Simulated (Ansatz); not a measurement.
Take TiB2 (space group P6/mmm, No. 191; a = 3.032 Å, c = 3.224 Å) as the base.

(Cell as relaxed with PBE.)

Levels (all Ansatz, a program for electronic structure, PAW): PBE (420 eV, no spin-orbit coupling); r2SCAN (500 eV, spin-orbit coupling left out).

Each level relaxes its own structure.

```json
[
 {"base": "volume per atom", "PBE": "8.56 Å³", "r2SCAN": "8.51 Å³"},
 {"base": "lattice parameter a", "PBE": "3.032 Å", "r2SCAN": "3.025 Å"},
 {"base": "band gap", "PBE": "zero", "r2SCAN": "zero"}
]
```

Modification: full substitution Ti → Hf, then cell and atoms are relaxed.

| quantity | PBE | r2SCAN |
|---|---|---|
| lattice parameter a | 3.146 Å | ? |
| c/a ratio | 1.108 | ? |

Q: Given the PBE results, estimate those of r2SCAN.

A: 
- lattice parameter a, r2SCAN: 3.137 Å
- c/a ratio, r2SCAN: 1.109

PBE's lattice parameter a lies 0.009 Å above r2SCAN's (0.3 %). Neither level is exact; r2SCAN is the comparison here, not a measurement.

Stability against distortions was not tested. The final runs are not spin-polarised.
